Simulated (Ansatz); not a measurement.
Defect migration in hexagonal WC: C vacancy, neutral cell. The step: a nearby C atom hops onto the vacant site; the atom moves 2.82 Å along (0.00, 0.00, -0.99) of the unit cell; the moving atom starts with neighbours 3 W at 2.19, 3 W at 2.21 Å and ends with 3 W at 2.19, 3 W at 2.21 Å. DFT values are from Ansatz (plane-wave PAW, 420 eV unless said) in a cell of 54 host sites, spin-restricted, static, with no finite-size correction. Forms of the defect that were not tried may lie lower. For the PBE band: the saddle point's order was not checked, and it lies on a symmetry element of the cell, where a band can be held.

```json
[
 {"Level": "CHGNet universal potential (has no charge state), its own band", "Forward barrier (eV)": "2.09", "Cost of the band or of the saddle's single point": "-"},
 {"Level": "PBE, a 3×3×3 k-point mesh shifted by half a step along c, band relaxed", "Forward barrier (eV)": "5.94", "Cost of the band or of the saddle's single point": "around 2.1 core-hours (rough)"},
 {"Level": "PBE, a 4×4×4 k-point mesh shifted by half a step along c, same geometries", "Forward barrier (eV)": "5.91", "Cost of the band or of the saddle's single point": "roughly 11 core-minutes"},
 {"Level": "r2SCAN at 500 eV, a 3×3×3 k-point mesh shifted by half a step along c, same geometries", "Forward barrier (eV)": "6.00", "Cost of the band or of the saddle's single point": "around 9 core-minutes (rough)"}
]
```

Ansatz is a quantum-chemistry and plane-wave program.
